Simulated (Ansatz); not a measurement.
Space group F-43m (No. 216); a = 5.657 Å, b = 5.657 Å, c = 5.657 Å, α = 90.00°, β = 90.00°, γ = 90.00°

```
atom  site  symmetry       x       y       z
----  ----  --------  ------  ------  ------
Be      4a      -43m  0.0000  0.0000  0.0000
Te      4c      -43m  0.2500  0.2500  0.2500
```
(The calculation used a cell of 2 atoms; values per cell refer to that cell.)

Levels: band masses from r2SCAN with spin-orbit coupling, rigid bands run with Ansatz (a quantum-chemistry and plane-wave program); dielectric response from Ansatz with r2SCAN.

Problem. How strongly do carriers couple to polar optical modes here, and what mobility does that allow at 300 K?

Solution. electrons: mass 0.38 mₑ, α = 0.21, about 1140 cm²/(V·s) by the iterated Boltzmann equation for weak coupling; holes: mass 0.40 mₑ, α = 0.22, about 1040 cm²/(V·s) by the iterated Boltzmann equation for weak coupling (ε∞ 6.9, static ε 8.2, LO 62 meV).

Model: isotropic Fröhlich coupling of one parabolic band to one effective longitudinal optical (LO) phonon, from the dielectric constants and phonon modes at the zone centre, chosen so that α equals the sum over the polar modes. Acoustic, nonpolar, intervalley and impurity scattering are left out, and they lower the mobility further; with several valleys or bands the averaged mass is a rough stand-in. Semilocal functionals tend to overestimate ε∞, which makes α low and the mobility high.
